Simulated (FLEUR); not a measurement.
Band structure of TaOs3 (Pm-3m, 4 atoms in the cell).

```
CELL_PARAMETERS angstrom
      3.91497     0.00000     0.00000
      0.00000     3.91497     0.00000
      0.00000     0.00000     3.91497
ATOMIC_POSITIONS crystal
  Ta 0.00000 0.00000 0.00000
  Os 0.00000 0.50000 0.50000
  Os 0.50000 0.00000 0.50000
  Os 0.50000 0.50000 0.00000
```

Computed with PBEsol, all-electron FLAPW (FLEUR), scalar-relativistic valence run with FLEUR.

Settings: Kmax = 4.1 1/bohr; GmaxXC = 16.4 1/bohr; xcFunctional = PBEs; jspins = 1; l_soc = F; mode = hist; fermiSmearingEnergy = 0.00367493 Htr; mesh (inpgen div1-3) = 7 7 7; inpgen gamma flag = false; Gmax = 16.4 1/bohr; numbands = 0; maxIterBroyd = 15; imix = Anderson; alpha = 0.05.

The starting cell comes from a database of computed structures (which also holds hypothetical and non-ambient phases and stackings), without a prior relaxation at this level. Spin-orbit coupling is off. Spin polarisation is off. Values depend on the basis (sphere radii, cutoffs, local orbitals), which need not be converged.

Levels in eV from the Fermi level, bands 32 to 39:
```
point     32     33     34     35    36    37    38    39
-----  -----  -----  -----  -----  ----  ----  ----  ----
Γ       0.85   2.60   2.91   2.91  2.91  3.24  3.24  3.24
X      -1.27  -0.46  -0.30  -0.30  1.37  1.39  1.39  1.82
M      -2.07  -0.99  -0.97  -0.97  0.19  0.20  1.97  2.17
R      -1.44  -0.03   0.61   0.61  0.61  2.62  2.62  2.62
```
